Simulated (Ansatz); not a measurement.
# TiS2: pressure series

The reference is TiS$_{2}$ in the CdI2 type structure (space group P-3m1, No. 164; a = 3.3606 Å, c = 5.5224 Å; layered, stacked along the Cartesian z axis).

Cell and atoms are relaxed at each pressure.

Calculations: plane-wave PAW DFT at the PBE-D3(BJ) level (Ansatz, a first-principles code, 420 eV), without spin-orbit coupling.

Candidates:
(a) pressure 5 GPa
(b) pressure −2 GPa
(c) pressure −1 GPa
(d) pressure 1.5 GPa

Base values:

- c/a ratio: 1.643

Problem. Order them by c/a ratio, highest first.

Solution. (b) pressure −2 GPa (1.722), (c) pressure −1 GPa (1.667), (d) pressure 1.5 GPa (1.624), (a) pressure 5 GPa (1.603)

Load acts through the strain it causes; cell and atoms are relaxed under it. No phonon test of stability was made. Competing high-pressure phases were not computed. The base started in P3m1 and relaxed to P-3m1 at this level. All final runs are without spin polarisation.
